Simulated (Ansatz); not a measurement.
Amorphous Zr20O41Mg, 62 atoms at 5.24 g/cm³, one PBE-relaxed geometry, zone centre. Methods: PBE, scalar-relativistic without spin-orbit coupling (Ansatz, a program for electronic structure); r2SCAN, scalar-relativistic without spin-orbit coupling (Ansatz); HSE06, scalar-relativistic without spin-orbit coupling (Ansatz). Plane waves to 420 eV (r2SCAN 500 eV); exact exchange is cut at the cell's faces. At PBE the levels at the filled edge of the gap are localised (band-tail or defect states), and the nearest spread-out levels lie 3.7 eV apart at the zone centre. All rungs ran without spin polarisation.

The cell was made by melting and quenching with the CHGNet potential and then relaxed with DFT. O atoms were pushed apart under 1.9 Å during the dynamics, to hinder bonds among them. The hot cell started wider than the set density and was brought back towards it in steps. It is the lowest in DFT energy of 2 quenches. It is a model cell: composition and starting density were chosen by hand, and all elements were melted together. No dispersion term was used. Its density started from a set value of 5.24 and ended at 5.24 g/cm³. Cooling (nominally 380 K/ps over its main leg) ran many orders faster than in experiment, which tends to leave more defects and strain. One small periodic cell is one sample of the glass; other quenches scatter about these values. The volume was held where the preparation left it and the shape relaxed, at a PBE pressure of -1.5 GPa (tension). Stress components on the final sampling reach 1.6 GPa.

The relaxation ran on the zone centre alone. At PBE the level gap is 3.27 eV on a 2×2×2 Γ-centred mesh, and the spacing at the zone centre alone 3.31 eV.

### Question
What zone-centre spacing does r2SCAN give, roughly?

### Answer
3.75 eV (+0.44 eV against PBE).

### Question
What zone-centre spacing does HSE06 give, roughly?

### Answer
4.82 eV (+1.51 eV against PBE).

The highest filled and the lowest empty state spread over these numbers of atoms (participation numbers): PBE: 7.3 and 13.8; r2SCAN: 7.1 and 13.1; HSE06: 7.2 and 13.4.
